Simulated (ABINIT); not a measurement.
# Several settings converged on Au (Fm-3m, 1 atom in the cell)

```xyz
1
Lattice="0.0000 2.0339 2.0339 2.0339 0.0000 2.0339 2.0339 2.0339 0.0000" Properties=species:S:1:pos:R:3 pbc="T T T"
Au     0.0000     0.0000     0.0000
```

Base method: PBEsol, norm-conserving pseudopotentials (PseudoDojo nc-sr-04 PBEsol standard) (plane waves; ABINIT 10.0.3).

Base settings: pseudos = [Au.upf]; ecut = 1034 eV; occopt = 3; tsmear = 0.00367493 Ha; ngkpt = 5 5 5; nshiftk = 1; shiftk = 0 0 0; potentials = PseudoDojo nc-sr-04 PBEsol standard; nband = 15; kptopt = 1.

The count of work is k-points × plane waves × bands × iterations; it is no time. 

**The cutoff for other potential files**

Level: DFT, PBEsol, plane waves, norm-conserving pseudopotentials (PseudoDojo nc-fr-04 PBEsol standard).

In this ladder: potentials = PseudoDojo nc-fr-04 PBEsol standard.

The second cell is the first with its lattice scaled by 0.98.

The mesh stays at the base's, so the ladder's end is converged at best in this setting alone.

Only quantities that move along the ladder and can be compared are tabulated.

| ecut | free energy less the last step's (meV/atom) | energy of the compressed cell less the first (meV/atom) | pressure (GPa) | count of work / last |
|---|---|---|---|---|
| 463 eV | 5516.65 | 64.48 | -170.48 | 0.094 |
| 571 eV | 1721.22 | -17.42 | -72.06 | 0.13 |
| 735 eV | 190.54 | 35.35 | -13.68 | 0.19 |
| 871 eV | 16.17 | 36.67 | -2.02 | 0.24 |
| 1034 eV | 1.23 | 36.54 | -0.18 | 0.31 |
| 1252 eV | 0.62 | 36.52 | -0.19 | 0.41 |
| 1551 eV | 0.31 | 36.52 | -0.18 | 0.65 |
| 2068 eV | 0.00 | 36.51 | -0.17 | 1.0 |

Coarsest ecut that holds the free energy within 5 meV/atom of the last step, with all finer ones: 1034 eV, at 0.31 of the last step's count of work; the step before is off by 16 meV/atom.

Coarsest ecut that holds the pressure within 0.2 GPa of the last step, with all finer ones: 1034 eV, at 0.31 of the last step's count of work; the step before is off by 1.8 GPa.

Coarsest ecut that holds the energy of the compressed cell less the first within 2 meV/atom of the last step, with all finer ones: 735 eV, at 0.19 of the last step's count of work; the step before is off by 54 meV/atom.

The energy difference between the two cells stays within 1 meV/atom of the last step's from 871 eV on, the total only from 1252 eV on: much of the error is common to both cells and cancels.

At the lowest cutoff the pressure lies 170 GPa under the last step's, the usual sign of Pulay stress in an incomplete plane-wave basis.

**The cutoff for other potential files**

Level: DFT, PBEsol, plane waves, PAW (JTH v2.0 PBE PAW, files made for PBE).

In this ladder: pseudos = [Au.GGA_PBE-JTH.xml]; nband = 11; potentials = JTH v2.0 PBE PAW; pawxcdev = 0; ixc = -116133. Moved along: pawecutdg.

The second cell is the first with its lattice scaled by 0.98.

The mesh stays at the base's, so the ladder's end is converged at best in this setting alone.

Only quantities that move along the ladder and can be compared are tabulated.

```tsv
ecut	free energy less the last step's (meV/atom)	energy of the compressed cell less the first (meV/atom)	pressure (GPa)	count of work / last
327 eV	59.66	62.34	-0.65	0.099
381 eV	15.26	50.87	1.56	0.21
490 eV	8.46	49.92	1.44	0.17
599 eV	1.93	48.68	1.52	0.23
707 eV	1.31	48.59	1.52	0.29
844 eV	0.40	48.45	1.54	0.62
1061 eV	0.21	48.34	1.55	0.47
1415 eV	0.00	48.36	1.54	1.0
```

Coarsest ecut that holds the free energy within 5 meV/atom of the last step, with all finer ones: 599 eV, at 0.23 of the last step's count of work; the step before is off by 8.5 meV/atom.

Coarsest ecut that holds the pressure within 0.2 GPa of the last step, with all finer ones: 381 eV, at 0.21 of the last step's count of work; the step before is off by 2.2 GPa.

Coarsest ecut that holds the energy of the compressed cell less the first within 1 meV/atom of the last step, with all finer ones: 599 eV, at 0.23 of the last step's count of work; the step before is off by 1.6 meV/atom.

The energy difference between the two cells stays within 1 meV/atom of the last step's from 599 eV on, the total only from 844 eV on: much of the error is common to both cells and cancels.

At the lowest cutoff the pressure lies 2.2 GPa under the last step's, the usual sign of Pulay stress in an incomplete plane-wave basis.

**The relaxed cell against the cutoff**

In this ladder: toldfe = default; tolvrs = 1e-11; ionmov = 22; ntime = 40; tolmxf = 5e-05 Ha/bohr; optcell = 2; dilatmx = 1.08; ecutsm = 0.5 Ha.

The mesh stays at the base's, so the ladder's end is converged at best in this setting alone.

Only quantities that move along the ladder and can be compared are tabulated.

| ecut | relaxed volume (Å³/atom) | relaxation steps |
|---|---|---|
| 626 eV | 16.949 | 8 |
| 735 eV | 16.705 | 5 |
| 871 eV | 16.884 | 4 |
| 1034 eV | 16.875 | 3 |
| 1252 eV | 16.875 | 3 |
| 1551 eV | 16.875 | 3 |
| 2068 eV | 16.875 | 3 |

Coarsest ecut that holds the relaxed volume within 0.034 Å³/atom of the last step, with all finer ones: 871 eV; the step before is off by 0.17 Å³/atom.

At the lowest cutoff the cell relaxes to a volume 0.4 % larger than at the highest.

On the base run: the starting cell has typed, rounded lattice constants, without a prior relaxation at this level. Its lattice was rescaled by up to half a per cent. Without a gap this mesh is coarse (it stands for a supercell whose shortest vector is 14 Å).

Left out of this page: 1 run of the series failed or unconverged.
